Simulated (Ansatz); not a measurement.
**Cubic perovskite KZnF3**

Computed with rVV10 (Ansatz, a first-principles code, plane waves, PAW).

Run with plane-wave cutoff 500 eV, 8×8×8 k mesh, gaussian smearing 0.02 eV, scalar-relativistic PAW data made under PBE.

Cell (relaxed at this level):

KZnF$_{3}$ is taken in the cubic space group Pm-3m (No. 221), the cubic perovskite structure, Pearson symbol cP5. Cell: a = 4.098 Å, b = 4.098 Å, c = 4.098 Å, α = 90.00°, β = 90.00°, γ = 90.00°. K on 1a is surrounded by 12 F at 2.897 Å (cuboctahedral). Zn on 1b has 6 F at 2.049 Å (octahedral). F on 3c sees 2 Zn at 2.049 Å and 4 K at 2.897 Å (octahedral). (Neighbours: up to the widest gap in distance over summed covalent radii, below 1.35, at either atom; cation-cation and far metal-metal contacts left out.)

```yaml
band_gap: 3.54 eV (on the SCF k mesh)
```

Computed values are for the static lattice.

Computing time: roughly 30 core-seconds.
